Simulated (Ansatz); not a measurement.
## Pressure series in HfO2

Take HfO2 in the fluorite structure (space group Fm-3m, No. 225; a = 5.058 Å) as the base.

Cell and atoms are relaxed at each pressure.

Method: plane-wave PAW DFT at the r2SCAN level (Ansatz, a program for electronic structure, 500 eV), no SOC.

Candidates:
(a) pressure 75 GPa
(b) pressure 15 GPa
(c) pressure 100 GPa

For the base:

| Quantity | Result |
|---|---|
| Band gap | 4.30 eV |

### Question
Order them by band gap, lowest first.

### Answer
(b) pressure 15 GPa (4.43 eV), (a) pressure 75 GPa (4.78 eV), (c) pressure 100 GPa (4.84 eV)

With Hf present, leaving out spin-orbit coupling can change the band edges. Load acts through the strain it causes; cell and atoms are relaxed under it. Stability against distortions was not tested. No other phases were tried under pressure. This is not the structure that HfO2 has at room temperature and ambient pressure.
